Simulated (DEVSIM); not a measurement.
Structure: isotype n-n heterojunction Si/Ge, at 300 K.

```
layer (left to right)  material  thickness (μm)  Nd (cm⁻³)  τn (s)  τp (s)
---------------------  --------  --------------  ---------  ------  ------
1                            Si           0.540     2.9e16  1.4e-7  1.4e-7
2                            Ge           0.120     4.6e15  1.4e-7  1.4e-7
```

Left contact: ohmic. Right contact: ohmic. Voltage is applied to the left contact. Recombination: SRH at mid-gap, radiative. Mobility is constant in doping.

The device is made up for the run: typed textbook-type constants, with dimensions and the other settings drawn at random. Values at 300 K; Nc and Nv go as T^1.5, mobilities as T to minus their exponent, the gap by Varshni's rule with the affinity fixed.

| parameter | Si | Ge |
|---|---|---|
| gap (eV) | 1.124 | 0.664 |
| affinity (eV) | 4.05 | 4 |
| permittivity | 11.7 | 16 |
| Nc (cm⁻³) | 2.86e19 | 1.04e19 |
| Nv (cm⁻³) | 3.1e19 | 6e18 |
| μn (cm²/Vs) | 1417 | 3900 |
| μp (cm²/Vs) | 470 | 1900 |
| T exponent of μn | 2.3 | 1.66 |
| T exponent of μp | 2.2 | 2.33 |
| B (cm³/s) | 4.7e-15 | 6.4e-14 |
| Varshni α (eV/K) | 0.000473 | 0.000477 |
| Varshni β (K) | 636 | 235 |

DEVSIM, 1D drift-diffusion, Boltzmann statistics, complete ionisation; no tunnelling, impact ionisation, image-force lowering or self-heating. Band offsets follow the typed affinities; no thermionic-emission limit at abrupt steps, no polarisation charge.

The temperature was swept, all else fixed.

```json
[
 {"temperature (K)": "250", "potential step across the device at zero bias (V)": "0.032"},
 {"temperature (K)": "300", "potential step across the device at zero bias (V)": "0.029"},
 {"temperature (K)": "350", "potential step across the device at zero bias (V)": "0.025"},
 {"temperature (K)": "400", "potential step across the device at zero bias (V)": "0.024"},
 {"temperature (K)": "450", "potential step across the device at zero bias (V)": "0.043"},
 {"temperature (K)": "500", "potential step across the device at zero bias (V)": "0.082"}
]
```

From the first row to the last the potential step across the device at zero bias goes from 0.032 to 0.082.
